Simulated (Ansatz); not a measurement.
Base system: ZrC in the rock salt structure (space group Fm-3m, No. 225; a = 4.669 Å; relaxed with 0.1 eV smearing). Axes: x, y, z lie along the cube axes.

The values are results of PBEsol (Ansatz, a quantum-chemistry and plane-wave program; PAW; 420 eV plane waves; no SOC), not measurements.

Strains are applied to the cell and any free atomic positions relax; under biaxial strain the out-of-plane vector relaxes too.

One change was made to it. Results:

The pressure (mean of the normal stresses, compression positive) goes from zero to 9.0 GPa; the volume per atom decreases by 0.446 Å³ to 12.28 Å³.

Task: What was done to the base?
A) biaxial strain −0.42 %, plane normal [111], relaxed out of plane
B) biaxial strain +2.08 %, plane normal [111], relaxed out of plane
C) biaxial strain −0.83 %, plane normal [111], relaxed out of plane
D) biaxial strain −2.50 %, plane normal [111], relaxed out of plane

Result: D, biaxial strain −2.50 %, plane normal [111], relaxed out of plane. For comparison, the pressure in the other runs: biaxial strain −0.83 %, plane normal [111], relaxed out of plane gives 2.8 GPa; biaxial strain +2.08 %, plane normal [111], relaxed out of plane gives -6.4 GPa; biaxial strain −0.42 %, plane normal [111], relaxed out of plane gives 1.4 GPa.

Whether these cells are dynamically stable was not tested. The final runs are not spin-polarised.
